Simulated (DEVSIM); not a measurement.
System: illuminated Si n-on-p cell, one wavelength, at 400 K.

```
layer (left to right)  material  thickness (μm)  Nd (cm⁻³)  Na (cm⁻³)  τn (s)  τp (s)  absorption coefficient (cm⁻¹)
---------------------  --------  --------------  ---------  ---------  ------  ------  -----------------------------
1                            Si           0.220     1.7e18          -  5.8e-8    1e-7                            370
2                            Si            98.0          -     2.8e17  1.8e-6  1.8e-6                            370
```

Left contact: ohmic, minority hole recombination velocity 1000 cm/s. Right contact: ohmic, minority electron recombination velocity 30 cm/s. Voltage is applied to the left contact. Recombination: SRH at mid-gap, radiative, Auger. Gap narrowing is on: ΔEg = 6.92 meV × (l + √(l² + 0.5)), l = ln(N/1.3e17 cm⁻³), shared equally by both band edges. Light enters at the left, 4e16 photons cm⁻² s⁻¹, one pass, no reflection. Mobility is μmin + (μ − μmin)/(1 + (N/Nref)^α).

This is a model device: material constants are rounded textbook-type values typed into the input, and sizes, dopings and lifetimes were drawn at random. Values at 300 K; Nc and Nv go as T^1.5, mobilities as T to minus their exponent, the gap by Varshni's rule with the affinity fixed.

```tsv
parameter	Si
gap (eV)	1.124
affinity (eV)	4.05
permittivity	11.7
Nc (cm⁻³)	2.86e19
Nv (cm⁻³)	3.1e19
μn (cm²/Vs)	1417
μp (cm²/Vs)	470
μn,min	52
μp,min	45
Nref,n	9.7e16
Nref,p	2.2e17
αn	0.68
αp	0.72
T exponent of μn	2.3
T exponent of μp	2.2
B (cm³/s)	4.7e-15
Cn (cm⁶/s)	2.8e-31
Cp (cm⁶/s)	9.9e-32
Varshni α (eV/K)	0.000473
Varshni β (K)	636
```

DEVSIM, 1D drift-diffusion, Boltzmann statistics, complete ionisation; no tunnelling, impact ionisation, image-force lowering or self-heating.

Base results: short-circuit current (mA/cm²) 3.95; dark forward voltage at 1 A/cm² (V) 0.569; largest power (mW/cm²) 1.05; share of generated pairs collected at short circuit 0.633.

### Question
What follows from this one change: minority lifetime in layer 1 1e-07 → 1e-08 s?

### Answer
short-circuit current little changed (3.95 mA/cm²); dark forward voltage at 1 A/cm² 0.569 → 0.561 V; largest power 1.05 → 1.02 mW/cm²; share of generated pairs collected at short circuit little changed (0.633).

### Question
What follows from this one change: temperature 400 → 500 K?

### Answer
short-circuit current 3.95 → 3.77 mA/cm²; dark forward voltage at 1 A/cm² 0.569 → 0.385 V; largest power 1.05 → 0.251 mW/cm²; share of generated pairs collected at short circuit 0.633 → 0.605.

### Question
What follows from this one change: thickness of layer 2 98 → 34 μm?

### Answer
short-circuit current 3.95 → 3.90 mA/cm²; dark forward voltage at 1 A/cm² 0.569 → 0.578 V; largest power 1.05 → 1.07 mW/cm²; share of generated pairs collected at short circuit 0.633 → 0.848.

### Question
What follows from this one change: doping Na of layer 2 2.8e+17 → 2.8e+18 cm^-3?

### Answer
short-circuit current 3.95 → 2.52 mA/cm²; dark forward voltage at 1 A/cm² 0.569 → 0.602 V; largest power 1.05 → 0.646 mW/cm²; share of generated pairs collected at short circuit 0.633 → 0.404.

### Question
What follows from this one change: minority lifetime in layer 2 1.8e-06 → 5.4e-06 s?

### Answer
short-circuit current 3.95 → 4.86 mA/cm²; dark forward voltage at 1 A/cm² 0.569 → 0.586 V; largest power 1.05 → 1.40 mW/cm²; share of generated pairs collected at short circuit 0.633 → 0.779.

### Question
What follows from this one change: constant mobility in place of the doping-dependent one?

### Answer
short-circuit current 3.95 → 4.80 mA/cm²; dark forward voltage at 1 A/cm² 0.569 → 0.556 V; largest power 1.05 → 1.26 mW/cm²; share of generated pairs collected at short circuit 0.633 → 0.769.
